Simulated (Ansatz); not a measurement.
# Lattice constant a of TiGe (model structure, from the WC type, P-6m2, No. 187) at several levels of theory

No measured value is used here.

```
level (code)         value (Å)
-------------------  ---------
PBE (Ansatz)             2.972
PBEsol (Ansatz)              ?
PBE-D3(BJ) (Ansatz)      2.919
```

Fill in the missing entries.


- PBEsol (Ansatz, a program for electronic structure), value (Å): 2.929

Ansatz's density-functional and Hartree–Fock values are scalar-relativistic unless marked +SOC, with PAW data made under PBE.

A model structure was made by putting elements into a prototype or built by hand; it is no filed structure, need not be a known phase, and can be a saddle point held by its symmetry.
